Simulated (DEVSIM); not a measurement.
Device: double heterostructure, Ge between p- and n-type Si, at 300 K.

```tsv
layer (left to right)	material	thickness (μm)	Nd (cm⁻³)	Na (cm⁻³)	τn (s)	τp (s)
1	Si	0.850	3.5e17	-	4.9e-6	4.9e-6
2	Ge	0.220	-	3.8e15	4.9e-6	4.9e-6
3	Si	0.260	-	1.2e18	4.9e-6	4.9e-6
```

Left contact: ohmic. Right contact: ohmic. Voltage is applied to the left contact. Recombination: SRH at mid-gap, radiative. Mobility is constant in doping.

The device is made up for the run: typed textbook-type constants, with dimensions and the other settings drawn at random. Values at 300 K.

| parameter | Si | Ge |
|---|---|---|
| gap (eV) | 1.124 | 0.664 |
| affinity (eV) | 4.05 | 4 |
| permittivity | 11.7 | 16 |
| Nc (cm⁻³) | 2.86e19 | 1.04e19 |
| Nv (cm⁻³) | 3.1e19 | 6e18 |
| μn (cm²/Vs) | 1417 | 3900 |
| μp (cm²/Vs) | 470 | 1900 |
| B (cm³/s) | 4.7e-15 | 6.4e-14 |

Simulated with DEVSIM: 1D drift-diffusion, Boltzmann statistics, complete ionisation; no tunnelling, impact ionisation, image-force lowering or self-heating. Band offsets follow the typed affinities; no thermionic-emission limit at abrupt steps, no polarisation charge.

**Question.** Tabulate band edges, carrier densities and field at -0.65 V on the left contact.

**Answer.** Energies count from the Fermi level of the right contact; mesh points crowd at the junctions.

```
x (μm)    Ec (eV)  Ev (eV)  n (cm⁻³)  p (cm⁻³)  field (V/cm)
--------  -------  -------  --------  --------  ------------
0.000       0.764   -0.360    3.5e17       330           ≈ 0
0.007936    0.764   -0.360    3.5e17    1.5e11           ≈ 0
0.02884     0.764   -0.360    3.5e17    5.6e11           ≈ 0
0.08389     0.764   -0.360    3.5e17    1.6e12           ≈ 0
0.3179      0.764   -0.360    3.5e17    6.2e12           ≈ 0
0.6295      0.764   -0.360    3.5e17    1.2e13           ≈ 0
0.7727      0.764   -0.360    3.5e17    1.5e13           ≈ 0
0.8323      0.759   -0.364    4.1e17    1.4e13         -6400
0.8463      0.722   -0.402    1.8e18    3.3e12        -82000
0.8521      0.679    0.015    3.4e18    7.0e18        -62000
0.8632      0.670    0.006    4.9e18    4.9e18           -47
0.9084      0.670    0.006    4.9e18    4.9e18           ≈ 0
0.9908      0.670    0.006    4.9e18    4.9e18           ≈ 0
1.042       0.670    0.006    4.9e18    4.9e18           ≈ 0
1.065       0.672    0.008    4.4e18    5.4e18         16000
1.072       0.731   -0.393    1.3e18    7.4e12        340000
1.083       0.976   -0.148    9.6e13    1.0e17        120000
1.110       1.040   -0.084    7.4e12    1.2e18           170
1.220       1.040   -0.084    3.7e12    1.2e18           ≈ 0
1.290       1.040   -0.084    1.3e12    1.2e18           ≈ 0
1.317       1.040   -0.084    4.2e11    1.2e18           ≈ 0
1.330       1.040   -0.084     < 1e2    1.2e18           ≈ 0
```
